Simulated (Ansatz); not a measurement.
# YAl₃ (P6₃/mmc, No. 194; cell taken from a computed entry)

Level of theory: LDA (Ansatz, a program for electronic structure, PAW).

Settings: plane-wave cutoff 500 eV, 12×12×12 k mesh, Fermi–Dirac smearing 0.1 eV, scalar-relativistic PAW data made under PBE.

Cell (relaxed at this level):

```
CELL_PARAMETERS angstrom
      6.15700     0.00000     0.00000
     -3.07850     5.33212     0.00000
      0.00000     0.00000     4.54895
ATOMIC_POSITIONS crystal
  Y  0.33333 0.66667 0.75000
  Y  0.66667 0.33333 0.25000
  Al 0.14799 0.29598 0.25000
  Al 0.85201 0.70402 0.75000
  Al 0.85201 0.14799 0.75000
  Al 0.14799 0.85201 0.25000
  Al 0.70402 0.85201 0.25000
  Al 0.29598 0.14799 0.75000
```

```json
{
 "band_gap": "zero (no gap)"
}
```

Note: the relaxation could not lower the start's symmetry, so the cell can be a saddle point above a distorted one.

Spin–orbit coupling is not included.

The computed numbers hold no vibrational or temperature effects.

Cost on a shared machine: about 3 core-minutes (a rough figure).
